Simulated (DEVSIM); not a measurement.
Structure: Cr/La2O3/p-InP capacitor, at 250 K.

| layer (left to right) | material | thickness (nm) | Na (cm⁻³) |
|---|---|---|---|
| 1 | La2O3 | 8.90 | - |
| 2 | InP | 620 | 1e18 |

Metal gate on the left, work function 4.5 eV. Fixed charge at the semiconductor interface 1.5e11 cm⁻² (in units of +e); no interface traps.

This is a model device: material constants are rounded textbook-type values typed into the input, and sizes, dopings and lifetimes were drawn at random. Values at 300 K; Nc and Nv go as T^1.5, mobilities as T to minus their exponent, the gap by Varshni's rule with the affinity fixed.

```tsv
parameter	La2O3	InP
gap (eV)	5.8	1.344
affinity (eV)	1.8	4.38
permittivity	27	12.5
Nc (cm⁻³)	-	5.7e17
Nv (cm⁻³)	-	1.1e19
Varshni α (eV/K)	-	0.000363
Varshni β (K)	-	162
```

DEVSIM, 1D Poisson equation in equilibrium, Boltzmann statistics, complete ionisation; no quantum confinement or tunnelling. Metal contacts follow the ideal Schottky-Mott rule: no Fermi-level pinning, no interface dipoles.

The temperature was swept, all else fixed.

```tsv
temperature (K)	flat-band voltage (V)	minimum of the low-frequency capacitance (μF/cm²)
250	-1.20	0.251
300	-1.17	0.256
350	-1.14	0.261
400	-1.10	0.267
450	-1.07	0.275
500	-1.03	…
```

Problem. Complete the blanks.

Solution. 
- 500, minimum of the low-frequency capacitance (μF/cm²): 0.286
